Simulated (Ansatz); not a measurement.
Levels about the gap of amorphous Hf₁₈O₃₉Al₂ (59 atoms in a cell of 743 Å³, 8.69 g/cm³; zone centre alone, so wide bands show as single levels with stretches between that a denser mesh fills), at the geometry that PBE relaxed, where it gives 0.0 GPa on a denser mesh. Exact exchange is cut at the faces of this small cell, which leaves a finite-size error. The participation number counts the atoms over which a state spreads; weights are charges in smoothed Voronoi cells. The levels come from a single point, so bond lengths are those of that geometry. Method of the levels: HSE06, scalar-relativistic without spin-orbit coupling (Ansatz, a program for electronic structure). Sampling: the zone centre alone; Fermi-Dirac width 0.02 eV; no spin polarisation. At PBE the levels at the filled edge of the gap are localised (band-tail or defect states).

It comes from a melt-quench run on a machine-learned potential (CHGNet), relaxed afterwards by DFT. O atoms were pushed apart under 1.9 Å during the dynamics, to hinder bonds among them. The hot cell started wider than the set density and was brought back towards it in steps. It is the lowest in DFT energy of 2 quenches. It is a model cell: composition and starting density were chosen by hand, and all elements were melted together. No dispersion term was used. Its density started from a set value of 8.56 and ended at 8.69 g/cm³. The simulated quench (nominally 450 K/ps over its main leg) is rapid and tends to freeze in more defects than a deposited or slowly cooled glass has. A cell of this size samples the disorder only roughly. Volume and shape were free in the relaxation.

```tsv
E - E(highest filled), eV	filling	participation number	largest on	weight O	weight Hf	weight Al
-0.53	filled	10.0	O, 3 neighbours	0.94	0.05	0.01
-0.44	filled	17.8	O, 3 neighbours	0.95	0.04	0.01
-0.39	filled	18.4	O, 3 neighbours	0.95	0.05	0.00
-0.38	filled	16.0	O, 3 neighbours	0.95	0.05	0.00
-0.28	filled	14.6	O, 3 neighbours	0.95	0.04	0.00
-0.07	filled	4.9	O, 2 neighbours	0.95	0.04	0.00
0.00	filled	4.5	O, 2 neighbours	0.94	0.06	0.00
5.23	empty	14.5	Hf, 7 neighbours	0.41	0.58	0.01
5.36	empty	34.3	Hf, 7 neighbours	0.51	0.48	0.01
5.56	empty	20.3	Hf, 7 neighbours	0.39	0.61	0.00
5.67	empty	24.2	Hf, 7 neighbours	0.43	0.56	0.01
5.82	empty	22.2	Hf, 7 neighbours	0.40	0.59	0.00
5.94	empty	20.4	Hf, 7 neighbours	0.40	0.59	0.01
6.04	empty	31.2	Hf, 7 neighbours	0.41	0.59	0.01
```

Most localised among these is the filled level at +0.00 eV, on a O atom, which has 2 neighbours (Hf 1.90 Å, Hf 1.97 Å).
